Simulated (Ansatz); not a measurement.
Structures of equal composition on the (111) surface of fcc Ni, ferromagnetic: a layer of Fe in place of the second plane; a layer of Fe in place of the third plane. The slabs share one bottom face, and each structure is named by its start. These are constructed structures in small cells; real faces may alloy, dewet or reconstruct in larger ones, and not all known structures of the face are among them. Slabs of about 10 Å with all that they carry, Fermi-Dirac smearing of 0.1 eV. Bottom of the slabs: a bare face, its two planes held. Relaxed from the named starts with such symmetry as they have, on meshes of like density; energies extrapolated to zero smearing; no spin-orbit coupling, no U. Spin-polarised runs, if any, are marked in brackets, and their order is one that fits the cell; the others ran without spin. Where a second, spin-polarised start was run, the lower counts.

Calculation: PBE (plane waves to 420 eV, PAW; Ansatz, an electronic-structure program).

Question: Order them by energy per 1x1 cell (lowest first) at the level PBE.

Answer: a layer of Fe in place of the second plane (0.000 eV [spin, 5.8 μB a cell]), a layer of Fe in place of the third plane (0.106 eV [spin, 5.8 μB a cell])
